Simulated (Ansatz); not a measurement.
The starting structures come from a database of crystals and need not be the phases stable at ambient conditions.

Tunnelling through a barrier is set by its complex band structure: the current falls as exp(−2κd) with the smallest κ.

```
LaVO4
1.0
    6.55187     0.00000     0.00000
    0.00000     7.46195     0.00000
    3.27594    -3.73097     3.73097
La V O
2 2 8
Direct
  0.00000   0.00000   0.00000
  0.75000   0.50000   0.00000
  0.25000   0.50000   0.00000
  0.50000   0.00000   0.00000
  0.66726   0.17766   0.00000
  0.59492   0.32234   0.64468
  0.66726   0.82234   0.00000
  0.23960   0.67766   0.35532
  0.08274   0.32234   0.00000
  0.51040   0.82234   0.64468
  0.08274   0.67766   0.00000
  0.15508   0.17766   0.35532
```

Space group of this cell: I4_1/amd. The cell is taken as given; by r2SCAN its mean pressure is -0.9 GPa.

Transport runs along the normal of the first two printed cell vectors, the (100) plane of the conventional cell.

The gap is the functional's own. No spin-orbit coupling. Mid-gap values are interpolated on the energy grid.

Problem. Estimate the band gap and the smallest decay constant κ at mid-gap that r2SCAN run with Ansatz (a quantum-chemistry and plane-wave program) returns for this system.

Solution. Gap 3.38 eV on a 8×8×8 mesh; κ = 0.528 1/Å, at (0.167, 0.000) of the in-plane reciprocal vectors. At the zone centre, at the nearest computed energy, the slowest state has κ = 0.53 1/Å.
